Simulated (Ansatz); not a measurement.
**Convergence series on CaAu₂Ge₂ (I4/mmm, 5 atoms in the cell)**

```xyz
5
Lattice="-2.1960 2.1960 5.0710 2.1960 -2.1960 5.0710 2.1960 2.1960 -5.0710" Properties=species:S:1:pos:R:3 pbc="T T T"
Ca     0.0000     0.0000     0.0000
Au     0.0000     2.1960     2.5355
Au     2.1960     0.0000     2.5355
Ge     0.0000     0.0000     3.8438
Ge     0.0000     0.0000     6.2982
```

Level of theory: LDA (PW92), default PAW files made with PBE (plane waves; Ansatz, a program for electronic structure).

The starting cell comes from a database of published, mostly measured structures (it also holds non-ambient and calculated ones), without a prior relaxation at this level. Its lattice was rescaled by a random factor within 2.5 % of one. Ansatz's pressure includes its estimate of the finite-basis (Pulay) stress.

Held fixed: kpoints.mp_grid.grid = 11 11 11; kpoints.mp_grid.shift = 0.5 0.5 0.5; hamiltonian.xc = lda; hamiltonian.pseudopotentials = {kind: paw} (the program's default PAW files); scf.occupations.method = cold; scf.occupations.width = 0.0037 Ry.

ΔF is the free energy per atom less that of the last row (61.7 Ry).

The first pressure column holds Ansatz's estimate of the finite-basis (Pulay) stress, which hides part of the cutoff error; the other is without it.

```json
[
 {"basis.ecutwfc": "12.5 Ry", "ΔF (meV/atom)": "21316.3", "pressure (GPa)": "2.73", "largest force (eV/Å)": "0.103", "pressure at a fixed set of plane waves (GPa)": "-669.96", "plane waves": "495", "iterations": "8"},
 {"basis.ecutwfc": "15.4 Ry", "ΔF (meV/atom)": "5291.8", "pressure (GPa)": "-0.70", "largest force (eV/Å)": "0.174", "pressure at a fixed set of plane waves (GPa)": "-225.58", "plane waves": "695", "iterations": "8"},
 {"basis.ecutwfc": "18.4 Ry", "ΔF (meV/atom)": "1062.0", "pressure (GPa)": "-0.78", "largest force (eV/Å)": "0.245", "pressure at a fixed set of plane waves (GPa)": "-60.84", "plane waves": "877", "iterations": "8"},
 {"basis.ecutwfc": "21.7 Ry", "ΔF (meV/atom)": "140.2", "pressure (GPa)": "0.39", "largest force (eV/Å)": "0.421", "pressure at a fixed set of plane waves (GPa)": "-10.90", "plane waves": "1115", "iterations": "8"},
 {"basis.ecutwfc": "24.6 Ry", "ΔF (meV/atom)": "16.9", "pressure (GPa)": "0.08", "largest force (eV/Å)": "0.389", "pressure at a fixed set of plane waves (GPa)": "-1.63", "plane waves": "1355", "iterations": "7"},
 {"basis.ecutwfc": "27.9 Ry", "ΔF (meV/atom)": "2.4", "pressure (GPa)": "0.04", "largest force (eV/Å)": "0.375", "pressure at a fixed set of plane waves (GPa)": "-0.08", "plane waves": "1637", "iterations": "8"},
 {"basis.ecutwfc": "30.9 Ry", "ΔF (meV/atom)": "1.46", "pressure (GPa)": "0.03", "largest force (eV/Å)": "0.375", "pressure at a fixed set of plane waves (GPa)": "-0.01", "plane waves": "1929", "iterations": "8"},
 {"basis.ecutwfc": "35.6 Ry", "ΔF (meV/atom)": "0.67", "pressure (GPa)": "0.02", "largest force (eV/Å)": "0.375", "pressure at a fixed set of plane waves (GPa)": "0.00", "plane waves": "2363", "iterations": "8"},
 {"basis.ecutwfc": "40.1 Ry", "ΔF (meV/atom)": "0.38", "pressure (GPa)": "0.02", "largest force (eV/Å)": "0.375", "pressure at a fixed set of plane waves (GPa)": "0.01", "plane waves": "2839", "iterations": "8"},
 {"basis.ecutwfc": "46.3 Ry", "ΔF (meV/atom)": "0.25", "pressure (GPa)": "0.02", "largest force (eV/Å)": "0.375", "pressure at a fixed set of plane waves (GPa)": "0.01", "plane waves": "3549", "iterations": "8"},
 {"basis.ecutwfc": "54 Ry", "ΔF (meV/atom)": "0.09", "pressure (GPa)": "0.02", "largest force (eV/Å)": "0.375", "pressure at a fixed set of plane waves (GPa)": "0.01", "plane waves": "4423", "iterations": "8"},
 {"basis.ecutwfc": "61.7 Ry", "ΔF (meV/atom)": "0.00", "pressure (GPa)": "0.02", "largest force (eV/Å)": "0.375", "pressure at a fixed set of plane waves (GPa)": "0.02", "plane waves": "5399", "iterations": "8"}
]
```

Pressure within 0.1 GPa of the last row: from basis.ecutwfc = 24.6 Ry on; the one before it is off by 0.37 GPa. The value it settles on is 0.02 GPa at this level of theory and with the other settings as held.

Largest force within 0.02 eV/Å of the last row: from basis.ecutwfc = 24.6 Ry on; the one before it is off by 0.046 eV/Å. The value it settles on is 0.375 eV/Å at this level of theory and with the other settings as held.

Keys are those of Ansatz 0.2.
